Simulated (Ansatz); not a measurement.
Here is the system:

End structure of the (32-50) surface of hcp Sc in its 1x1 cell, outermost plane spacing 0.22 Å in the ideal cut:

```
CELL_PARAMETERS angstrom
      5.16530     0.00000     0.00000
      0.00000    14.47087     0.00000
      0.00000     0.00000    26.50000
ATOMIC_POSITIONS crystal
  Sc 0.25000 0.53959 0.31243
  Sc 0.75000 0.68249 0.32350
  Sc 0.25000 0.90147 0.33670
  Sc 0.75000 0.05508 0.34488
  Sc 0.25000 0.31192 0.35651
  Sc 0.75000 0.45916 0.36676
  Sc 0.25000 0.70903 0.39027
  Sc 0.75000 0.84688 0.39848
  Sc 0.25000 0.09831 0.40874
  Sc 0.75000 0.23827 0.41681
  Sc 0.25000 0.49621 0.42949
  Sc 0.75000 0.63305 0.44300
  Sc 0.25000 0.89352 0.45983
  Sc 0.75000 0.02980 0.46627
  Sc 0.25000 0.28575 0.47925
  Sc 0.75000 0.42137 0.48805
  Sc 0.25000 0.68389 0.51195
  Sc 0.75000 0.81952 0.52075
  Sc 0.25000 0.07546 0.53373
  Sc 0.75000 0.21174 0.54017
  Sc 0.25000 0.47221 0.55700
  Sc 0.75000 0.60906 0.57051
  Sc 0.25000 0.86700 0.58319
  Sc 0.75000 0.00696 0.59127
  Sc 0.25000 0.25838 0.60152
  Sc 0.75000 0.39624 0.60973
  Sc 0.25000 0.64610 0.63324
  Sc 0.75000 0.79334 0.64349
  Sc 0.25000 0.05018 0.65512
  Sc 0.75000 0.20380 0.66330
  Sc 0.25000 0.42278 0.67650
  Sc 0.75000 0.56567 0.68757
```

Slab: 32 atoms, 10.1 Å thick at the start (thin: gaps and levels are the slab's own); k 7x3x1, smearing 0.1 eV, dipole-corrected; single point; on the structure that PBE left under its start's symmetry; no spin, no spin-orbit, no U.

Task: Estimate the work function of the top face that r2SCAN, at the PBE geometry (Ansatz, a first-principles code) returns for this input.

Result: 3.22 eV
